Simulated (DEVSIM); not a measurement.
System: Ti/SiO2/p-Si capacitor, at 250 K.

| layer (left to right) | material | thickness (nm) | Na (cm⁻³) |
|---|---|---|---|
| 1 | SiO2 | 2.80 | - |
| 2 | Si | 6200 | 8.7e15 |

Metal gate on the left, work function 4.33 eV. Fixed charge at the semiconductor interface 1.3e10 cm⁻² (in units of +e); no interface traps.

This is a model device: material constants are rounded textbook-type values typed into the input, and sizes, dopings and lifetimes were drawn at random. Values at 300 K; Nc and Nv go as T^1.5, mobilities as T to minus their exponent, the gap by Varshni's rule with the affinity fixed.

```csv
parameter,SiO2,Si
gap (eV),9,1.124
affinity (eV),0.9,4.05
permittivity,3.9,11.7
Nc (cm⁻³),-,2.86e19
Nv (cm⁻³),-,3.1e19
Varshni α (eV/K),-,0.000473
Varshni β (K),-,636
```

DEVSIM, 1D Poisson equation in equilibrium, Boltzmann statistics, complete ionisation; no quantum confinement or tunnelling. Metal contacts follow the ideal Schottky-Mott rule: no Fermi-level pinning, no interface dipoles.

Problem. Tabulate band edges, carrier densities and field at -0.2 V on the gate.

Solution. Energies count from the Fermi level of the right contact; mesh points crowd at the junctions.

```tsv
x (μm)	Ec (eV)	Ev (eV)	n (cm⁻³)	p (cm⁻³)	field (V/cm)
0.000	3.630	-5.370	< 1e2	< 1e2	97000
0.0009716	3.639	-5.361	< 1e2	< 1e2	97000
0.001989	3.649	-5.351	< 1e2	< 1e2	97000
0.002924	0.507	-0.629	1.3e9	5000000	34000
0.005313	0.516	-0.620	8.8e8	7300000	34000
0.009648	0.530	-0.606	4.4e8	1.4e7	33000
0.01910	0.561	-0.575	1.1e8	6.1e7	32000
0.05156	0.658	-0.478	1200000	5.5e9	28000
0.1105	0.798	-0.338	1700	3.7e12	20000
0.2471	0.949	-0.187	< 1e2	4.1e15	3600
0.5369	0.966	-0.170	< 1e2	8.7e15	≈ 0
1.532	0.966	-0.170	< 1e2	8.7e15	≈ 0
3.306	0.966	-0.170	< 1e2	8.7e15	≈ 0
4.875	0.966	-0.170	< 1e2	8.7e15	≈ 0
5.739	0.966	-0.170	< 1e2	8.7e15	≈ 0
5.991	0.966	-0.170	< 1e2	8.7e15	≈ 0
6.106	0.966	-0.170	< 1e2	8.7e15	≈ 0
6.159	0.966	-0.170	< 1e2	8.7e15	≈ 0
6.188	0.966	-0.170	< 1e2	8.7e15	≈ 0
6.197	0.966	-0.170	< 1e2	8.7e15	≈ 0
6.201	0.966	-0.170	< 1e2	8.7e15	≈ 0
6.203	0.966	-0.170	< 1e2	8.7e15	≈ 0
```
